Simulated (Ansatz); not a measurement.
RbInCl$_{3}$ (space group Fm-3m, No. 225; a cell from a computed database, its experimental status unchecked)

```
RbInCl3
1.0
    0.00000     5.41488     5.41488
    5.41488     0.00000     5.41488
    5.41488     5.41488     0.00000
Rb In Cl
2 2 6
Direct
  0.75000   0.75000   0.75000
  0.25000   0.25000   0.25000
  0.50000   0.50000   0.50000
  0.00000   0.00000   0.00000
  0.76656   0.23344   0.23344
  0.23344   0.76656   0.76656
  0.23344   0.76656   0.23344
  0.76656   0.23344   0.76656
  0.23344   0.23344   0.76656
  0.76656   0.76656   0.23344
```

Calculations: DFT with PBEsol, PAW potentials and a 420 eV plane-wave cutoff in Ansatz (an electronic-structure program), no spin-orbit coupling. Γ-centred 6×6×6 mesh, Fermi–Dirac width 0.05 eV.

```json
{
 "volume_per_atom": "31.75 Å³",
 "density": "3.21 g/cm³",
 "band_gap": "1.11 eV, indirect, W → L",
 "electron_mass": "0.18 mₑ along k, 0.42 mₑ across",
 "Lowest conduction-band minima above the VBM": "L along ⟨111⟩ 1.11 eV; a point along ⟨110⟩, about 0.5 Å⁻¹ from Γ 1.57 eV; a point along ⟨100⟩, about 0.4 Å⁻¹ from Γ 2.39 eV",
 "total_energy": "-2386.360 eV/atom (σ→0; compares only within this code and set-up)"
}
```

Effective masses come from finite differences of ±0.01 Å⁻¹. Along k means along the line from Γ to the band edge. Whether these cells are dynamically stable was not tested.
